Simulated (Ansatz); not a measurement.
For TaRh$_{3}$ (Pm-3m), PBEsol, DFPT electron-phonon coupling, linearised Boltzmann equation run with Ansatz (a quantum-chemistry and plane-wave program) gives a transport coupling λ_tr = 0.229 and a Drude plasma energy ħω_p = 5.61 eV.

Estimate the resistivity at 300 K from the high-temperature formula ρ = 2π λ_tr k_B T / (ħ ε₀ ω_p²), and say how the full Boltzmann solution compares.

The scattering rate is 1/τ = 2π λ_tr k_B T/ħ = 5.65e13 s⁻¹ and ω_p = 8.52e15 s⁻¹, so ρ ≈ 8.79 μΩ·cm. The Boltzmann solution gives 8.12 μΩ·cm, 0.92 times the estimate.

A metal at this level (no band gap). Only scattering by harmonic phonons is included (no impurities, grain boundaries, electron-electron scattering or thermal expansion). Spin-orbit coupling is left out, which matters with elements this heavy. The run warned that the eigensolver left some states short of its tolerance. Halving the electron mesh (24x24x24) moves the resistivity by up to 4 % at 300 K, the coupling by up to 2 %. Smearing 0.20 eV; phonons on a 4x4x4 q mesh, which this run doesn't test.

Formula and space group known from diffraction (Crystallography Open Database), not checked to be the room-temperature form: TaRh3 (Pm-3m).
